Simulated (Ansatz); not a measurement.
Mo: response to strain

The parent structure is Mo in the bcc (W type) structure (space group Im-3m, No. 229; a = 3.112 Å; relaxed with 0.1 eV smearing).

Strains are applied to the cell and any free atomic positions relax.

Computed with Ansatz (an electronic-structure program) LDA, no SOC.

Candidates:
(a) isotropic strain −3.00 %
(b) isotropic strain −2.00 %
(c) isotropic strain +3.00 %
(d) isotropic strain −1.00 %

Notes on the quantities. energy relative to the base: free energy F.

Task: Order them by energy relative to the base, lowest first.

Result: (d) isotropic strain −1.00 % (+13 meV/atom), (b) isotropic strain −2.00 % (+53 meV/atom), (c) isotropic strain +3.00 % (+101 meV/atom), (a) isotropic strain −3.00 % (+122 meV/atom)

Stability against distortions was not tested. All final runs are without spin polarisation.
